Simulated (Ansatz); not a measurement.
Defect: Rh-vacancy pair (Rh on one host Al site, one Al site vacant) in fcc Al, neutral cell. All values below come from PBE, PAW (plane waves to 420 eV; Ansatz, a first-principles code).

32-site cell at the relaxed PBE lattice, a 3×3×3 k-point mesh shifted by half a step, smearing 0.10 eV, spin-restricted, no finite-size correction. No zero-point or tunnelling terms. Forms of the defect that were not tried may lie lower.

Barriers: single points on a 5×5×5 k-point mesh shifted by half a step at the bands' geometries.

The step: Rh and the vacancy change places (Rh-vacancy distance between ideal sites 2.86 Å throughout). Atoms about the jump, Cartesian Å from the middle of the jump, before and after:

```tsv
atom	x0	y0	z0	x1	y1	z1
Rh1	0.00	-1.14	-1.14	0.00	1.14	1.14
Al2	1.87	-0.95	0.95	1.87	-0.95	0.95
Al3	-1.87	-0.95	0.95	-1.87	-0.95	0.95
Al4	0.00	-0.99	3.01	0.00	-0.95	3.01
Al5	0.00	-3.01	0.95	0.00	-3.01	0.99
Al6	1.87	0.95	-0.95	1.87	0.95	-0.95
Al7	-1.87	0.95	-0.95	-1.87	0.95	-0.95
Al8	-2.00	-2.99	-1.02	-1.99	-3.01	-1.00
Al9	1.99	-2.99	-1.02	1.99	-3.01	-1.00
Al10	1.99	1.00	3.01	2.00	1.02	2.99
Al11	-1.99	1.00	3.01	-1.99	1.02	2.99
Al12	0.00	0.95	-3.01	0.00	0.99	-3.01
Al13	0.00	3.01	-0.99	0.00	3.01	-0.95
```

Question: Predict the transition state.

Answer: 
```json
[
 {"atom": "Rh1", "x": "0.00", "y": "-0.47", "z": "0.46"},
 {"atom": "Al2", "x": "2.27", "y": "-1.07", "z": "1.05"},
 {"atom": "Al3", "x": "-2.27", "y": "-1.07", "z": "1.05"},
 {"atom": "Al4", "x": "0.00", "y": "-0.92", "z": "2.92"},
 {"atom": "Al5", "x": "0.00", "y": "-2.94", "z": "0.91"},
 {"atom": "Al6", "x": "1.80", "y": "0.89", "z": "-0.91"},
 {"atom": "Al7", "x": "-1.80", "y": "0.89", "z": "-0.91"},
 {"atom": "Al8", "x": "-2.00", "y": "-2.95", "z": "-1.09"},
 {"atom": "Al9", "x": "2.00", "y": "-2.95", "z": "-1.09"},
 {"atom": "Al10", "x": "2.00", "y": "1.07", "z": "2.93"},
 {"atom": "Al11", "x": "-2.00", "y": "1.07", "z": "2.93"},
 {"atom": "Al12", "x": "0.00", "y": "1.03", "z": "-3.09"},
 {"atom": "Al13", "x": "0.00", "y": "3.08", "z": "-1.04"}
]
```
It lies 1.20 eV above the start and 1.20 eV above the end. The saddle point's order was not checked, and it lies on a symmetry element of the cell, where a band can be held. Symmetry-equivalent saddle points exist between the same ends.
